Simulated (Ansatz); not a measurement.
Base system: CdS in the zinc blende structure (space group F-43m, No. 216; a = 5.8248 Å).

Method: Kohn–Sham DFT with the PBEsol functional, run in Ansatz (a program for electronic structure) with PAW and 420 eV plane waves, no spin-orbit coupling, earlier PAW set.

Base values:

The gap character is direct at Γ, the pressure comes out as 0.00 GPa and the band gap is 1.01 eV. The electron mass is 0.11 mₑ (at Γ).

Perturbation: the cell is scaled by 1.0087 in all directions; the atoms relax in the strained cell.

Task: What happens to the energy relative to the base, gap character, pressure, band gap and electron mass?

Result: The energy rises by 3.1 meV/atom; the gap character is still direct at Γ; the pressure goes from zero to -1.50 GPa; the band gap decreases by 0.05 eV to 0.96 eV; the electron mass is still 0.11 mₑ (at Γ).

Masses are band curvatures over ±0.01 Å⁻¹ around the edge. No phonon test of stability was made.
